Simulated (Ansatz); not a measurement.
The reference is MoS₂ in the 3R-MoS2 type structure (space group R3m, No. 160; layered, stacked along the Cartesian z axis).

```
CELL_PARAMETERS angstrom
      1.57655     0.91022     5.99710
     -1.57655     0.91022     5.99710
      0.00000    -1.82045     5.99710
ATOMIC_POSITIONS crystal
  Mo 0.00002 0.00002 0.00002
  S  0.75355 0.75355 0.75355
  S  0.57974 0.57974 0.57974
```

Cartesian axes are those of the cell as printed.

(Cell as relaxed with PBE-D3(BJ).)

Levels (all Ansatz, a quantum-chemistry and plane-wave program, PAW): PBE-D3(BJ) (420 eV, scalar-relativistic without spin-orbit coupling); r2SCAN+rVV10 (500 eV, without spin-orbit coupling).

Each level relaxes its own structure.

```json
[
 {"base": "volume per atom", "PBE-D3(BJ)": "17.21 Å³", "r2SCAN+rVV10": "18.03 Å³"},
 {"base": "lattice parameter a", "PBE-D3(BJ)": "5.959 bohr", "r2SCAN+rVV10": "6.000 bohr"},
 {"base": "band gap", "PBE-D3(BJ)": "0.77 eV", "r2SCAN+rVV10": "1.02 eV"}
]
```

Perturbation: biaxial strain +4.24 %, plane normal [001], relaxed out of plane (Cartesian); in-plane vectors clamped, the third vector and the atoms free.

```tsv
quantity	PBE-D3(BJ)	r2SCAN+rVV10
pressure (mean of the normal stresses, compression positive)	-6.91 GPa	-7.06 GPa
shift of the gap caused by the change	-0.57 eV	-0.82 eV
energy relative to the base (free energy F)	+50 meV/atom	+54 meV/atom
ratio −ε⊥/ε∥	0.53	0.58
band gap	0.19 eV	0.21 eV
```

PBE-D3(BJ)'s pressure lies 0.15 GPa above r2SCAN+rVV10's; PBE-D3(BJ)'s shift of the gap caused by the change lies 0.243 eV above r2SCAN+rVV10's; PBE-D3(BJ)'s energy relative to the base lies 3.4 meV/atom below r2SCAN+rVV10's; PBE-D3(BJ)'s ratio −ε⊥/ε∥ lies 0.05 below r2SCAN+rVV10's; PBE-D3(BJ)'s band gap lies 0.015 eV below r2SCAN+rVV10's. Neither level is exact; r2SCAN+rVV10 is the comparison here, not a measurement.

Whether these cells are dynamically stable was not tested. A zero or small gap of MoS2 under biaxial strain +4.24 %, plane normal [001], relaxed out of plane can be the functional's error rather than a property of the material.
